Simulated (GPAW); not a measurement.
## σyy against uniaxial strain in rock-salt HfC (space group 225): C12 (GPAW, LDA)

```xyz
2
Lattice="0.0000 2.2899 2.2899 2.2555 0.0000 2.2899 2.2555 2.2899 0.0000" Properties=species:S:1:pos:R:3 pbc="T T T"
Hf     0.0000     0.0000     0.0000
C      2.2555     2.2899     2.2899
```

Method: LDA (Perdew-Wang 92), GPAW PAW datasets LDA (gpaw-data 1.0.1) (plane waves; GPAW 25.7.0). Settings: mode = pw; ecut = 1040 eV; xc = LDA; kpts = 24 24 24; mesh shift (steps) = 0 0 0; occupations.name = fermi-dirac; occupations.width = 0.05 eV; nbands = -8; convergence.density = 1e-06 e/electron; convergence.energy = 1e-06 eV/electron; symmetry.symmorphic = false; symmetry.tolerance = 0.0005; maxiter = 100. The cell above is the first row's. The rows stretch one cube axis (x) by the strain ε and hold the other two. Stress is positive in tension. In all rows fractional positions and the k mesh are held.

| ε (%) | σyy (GPa) |
|---|---|
| -1.5 | -1.63 |
| -1.0 | -1.04 |
| -0.5 | -0.46 |
| 0.0 | 0.10 |
| 0.5 | 0.65 |
| 1.0 | 1.19 |
| 1.5 | 1.72 |
| 2.0 | ? |

Taking a parabola for σyy over the 7 complete rows: Least squares gives σyy = 0.100 + 1.1157·ε - 0.0248·ε². Residuals (row less fit): -0.001, 0.000, 0.004, 0.000, -0.002, -0.001, 0.002; standard error 0.003 (degrees of freedom: 4). The slope at ε = 0, 1.1157 GPa per cent, gives C12 ≈ 100 × 1.1157 = 112 GPa, for the static lattice.

Question: Estimate the missing σyy (ε = 2.0); what did the run itself give?

Answer: σyy = 0.100 + 1.1157 × 2.0 - 0.0248 × 2.0² = 2.232 GPa. The calculation gives 2.23 GPa, which the fit meets to the printed digits. The row lies outside the fitted rows, so this is an extrapolation.

Carrying the step between the two nearest rows on in a straight line would have given 2.25, off by 0.02; series whose last step already gives the withheld value aren't shown. The reference cell has the volume at which an earlier scan in this program and functional put its minimum by a fit. The runs keep the symmetry of the cell, so they don't test it for distortions. The unstrained cell stands at a pressure of -0.10 GPa, and the constants belong to that pressure. By symmetry this strain leaves no force on the atoms; the largest in the rows is 0.000 eV/Å. Spin-orbit coupling is off. Without a gap such slopes are sensitive to mesh and smearing. Cutoffs and mesh are single choices, not tested for convergence of this quantity. Series with a scatter that would blur these digits, or in which a gap closes, are not shown. Strain series were run only where this level's volume lies within 10 % of a first guess from the measured size.
